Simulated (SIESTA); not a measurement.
Band structure of LiCuS2 (Pnnm, 8 atoms in the cell).

```
CELL_PARAMETERS angstrom
      5.96554     0.00000     0.00000
      0.00000     6.65461     0.00000
      0.00000     0.00000     3.37499
ATOMIC_POSITIONS crystal
  Li 0.00000 0.50000 0.50000
  Li 0.50000 0.00000 0.00000
  Cu 0.00000 0.00000 0.00000
  Cu 0.50000 0.50000 0.50000
  S  0.18406 0.85406 0.50000
  S  0.81594 0.14594 0.50000
  S  0.68406 0.64594 0.00000
  S  0.31594 0.35406 0.00000
```

Computed with GGA PBEsol, numerical atomic orbitals DZP, PseudoDojo PBEsol standard norm-conserving potentials (rewritten from UPF to PSML) (SIESTA).

Settings: XC.functional = GGA; XC.authors = PBEsol; potentials = PseudoDojo PBEsol standard; PAO.BasisSize = DZP; PAO.EnergyShift = 0.01 Ry; MeshCutoff = 300 Ry; kgrid.MonkhorstPack = 3 3 5; OccupationFunction = FD; ElectronicTemperature = 10 K; PAO.Polarization.NonPerturbative = true; MaxSCFIterations = 150; SCF.Mixer.Method = Pulay; SCF.Mixer.Weight = 0.1; SCF.Mixer.History = 6.

The starting cell comes from a database of computed structures (which also holds hypothetical and non-ambient phases and stackings), without a prior relaxation at this level. Values carry the incompleteness of an atom-centred basis.

Predict the gap along the standard path and the places of the band edges.

The gap along the path is 0.46 eV, from Γ to a point between Γ and X; the smallest direct gap on it is 0.93 eV.

Levels in eV from the top of the valence band on the path, bands 31 to 35:
```json
[
 {"point": "Γ", "31": "-0.80", "32": "-0.15", "33": "-0.01", "34": "0.00", "35": "1.40"},
 {"point": "X", "31": "-1.40", "32": "-1.40", "33": "-0.79", "34": "-0.79", "35": "0.50"},
 {"point": "S", "31": "-1.20", "32": "-1.20", "33": "-0.85", "34": "-0.85", "35": "1.22"},
 {"point": "Y", "31": "-0.65", "32": "-0.65", "33": "-0.23", "34": "-0.23", "35": "1.38"},
 {"point": "Z", "31": "-1.25", "32": "-1.25", "33": "-0.21", "34": "-0.21", "35": "1.47"},
 {"point": "U", "31": "-1.54", "32": "-1.54", "33": "-0.62", "34": "-0.62", "35": "1.22"},
 {"point": "R", "31": "-0.98", "32": "-0.98", "33": "-0.87", "34": "-0.87", "35": "0.58"},
 {"point": "T", "31": "-0.83", "32": "-0.83", "33": "-0.44", "34": "-0.44", "35": "1.34"}
]
```

Higher empty bands are left out: an atom-centred basis made for the valence describes them poorly.
